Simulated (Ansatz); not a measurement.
Take Lu in the hcp (Mg type) structure (space group P6_3/mmc, No. 194; a = 3.506 Å, c = 5.482 Å; relaxed with 0.1 eV smearing) as the base. Axes: x lies along a and z along c of the hexagonal cell.

Calculations: PBE (Ansatz, a first-principles code, PAW, spin-orbit coupling left out).

Before the change:

```
Quantity   Result
--------  -------
Pressure  0.0 GPa
Band gap     zero
```

It is then changed as follows: uniaxial strain ε_zz = +0.50 %, all other strain components held at zero, atoms relaxed at fixed cell.

**Question.** Estimate the effect on the pressure.

**Answer.** The pressure (mean of the normal stresses, compression positive) goes from zero to -0.2 GPa.

**Question.** Predict the new energy relative to the base.

**Answer.** The energy hardly moves.

**Question.** How does this affect the band gap?

**Answer.** The band gap is still zero.

No phonon test of stability was made.
